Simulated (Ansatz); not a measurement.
**Hypothetical P4_2/mnm MgO: pressure series**

Base system: MgO (space group P4_2/mnm, No. 136; a = 5.5651 Å, c = 3.2925 Å; a hypothetical phase, not in the database extracts checked).

Cell and atoms are relaxed at each pressure.

The values are results of Ansatz (a first-principles code) PBE, scalar-relativistic without spin-orbit coupling, not measurements.

```tsv
variant	band gap	shortest interatomic distance	c/a ratio
base	3.38 eV	1.971 Å	0.592
pressure −2 GPa	3.30 eV	1.984 Å	0.589
pressure −1 GPa	3.34 eV	1.977 Å	0.590
pressure 0.3 GPa	3.39 eV	1.969 Å	0.592
pressure 1.5 GPa	3.44 eV	1.962 Å	0.594
pressure 3 GPa	3.50 eV	1.954 Å	0.597
pressure 5 GPa	3.57 eV	1.943 Å	0.601
pressure 7.5 GPa	[?]	[?]	[?]
pressure 10 GPa	3.73 eV	1.919 Å	0.616
```

Problem. Complete the table.

Solution. 
- pressure 7.5 GPa, band gap: 3.65 eV
- pressure 7.5 GPa, shortest interatomic distance: 1.931 Å
- pressure 7.5 GPa, c/a ratio: 0.607

Load acts through the strain it causes; cell and atoms are relaxed under it. Whether these cells are dynamically stable was not tested. No other phases were tried under pressure.
